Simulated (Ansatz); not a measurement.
Results of revPBE (Ansatz, a program for electronic structure, plane waves, PAW) for stishovite (SiO2).

Numerical settings: plane-wave cutoff 520 eV, 8×8×12 k mesh (along the axes of the cell as run), Fermi–Dirac smearing 0.01 eV, scalar-relativistic PAW data made under PBE.

Computed at the level's own relaxed cell.

```xyz
6
Lattice="4.2637 0.0000 0.0000 0.0000 4.2637 0.0000 0.0000 0.0000 2.6974" Properties=species:S:1:pos:R:3 pbc="T T T"
Si     0.0000     0.0000     0.0000
Si     2.1318     2.1318     1.3487
O      1.3112     1.3112     0.0000
O      3.4431     0.8206     1.3487
O      0.8206     3.4431     1.3487
O      2.9524     2.9524     0.0000
```

Q: List the 20 lowest band energies at Γ above −25 eV (eV, relative to the valence band maximum), grouping those that round alike.

A: At Γ: -22.07, -18.72 (×2), -18.60, -10.45, -6.11 (×2), -5.74, -5.08, -4.87, -2.94 (×2), -2.47, -0.83 (×2), 0.00, 4.87, 6.70, 8.33 (×2).
